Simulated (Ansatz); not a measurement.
The reference is Cu in the fcc (Cu type) structure (space group Fm-3m, No. 225; a = 3.518 Å; relaxed with 0.1 eV smearing). Axes: x, y, z lie along the cube axes.

Calculations: Ansatz (a program for electronic structure) LDA, no SOC.

For the base:

```
Quantity    Value
--------  -------
Pressure  0.0 GPa
```

Perturbation: the cell is stretched by 1.00 % along z with no lateral relaxation; the atoms relax in the strained cell.

**Question.** Predict the new energy relative to the base and pressure.

**Answer.** The energy grows by 0.8 meV/atom; the pressure (mean of the normal stresses, compression positive) goes from zero to -1.8 GPa.

No phonon test of stability was made. The final runs are not spin-polarised.
